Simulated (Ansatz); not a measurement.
# VSi2, pressure series

Take VSi2 (space group P6_222, No. 180; a = 4.566 Å, c = 6.366 Å) as the base.

Cell and atoms are relaxed at each pressure.

Levels (all Ansatz, an electronic-structure program, PAW): PBE (420 eV, no spin-orbit coupling); r2SCAN (500 eV, no spin-orbit coupling).

The base cell above is that of PBE; each level relaxes its own structures.

```tsv
case	lattice parameter a, PBE	lattice parameter a, r2SCAN
pressure 1.8 GPa	454.9 pm	451.5 pm
pressure 4.2 GPa	452.8 pm	[?]
pressure 9 GPa	449.0 pm	[?]
pressure 18 GPa	442.7 pm	440.2 pm
```

### Question
What belongs in the blanks?

### Answer

- pressure 4.2 GPa, lattice parameter a, r2SCAN: 449.6 pm
- pressure 9 GPa, lattice parameter a, r2SCAN: 446.0 pm

PBE lies above r2SCAN in every row, by 2.5 pm to 3.4 pm. They put the cases in the same order.

Other magnetic orders, which the real material may have, were not ruled out. Load acts through the strain it causes; cell and atoms are relaxed under it. Whether these cells are dynamically stable was not tested. Competing high-pressure phases were not computed. Starting moments died away, wholly or in part, for the base, pressure 9 GPa and pressure 18 GPa; another magnetic solution may exist. Spin-polarised in the final run: r2SCAN pressure 1.8 GPa, r2SCAN base, r2SCAN pressure 4.2 GPa, r2SCAN pressure 9 GPa and r2SCAN pressure 18 GPa; the other runs are not. An odd electron count without spin: VSi2.
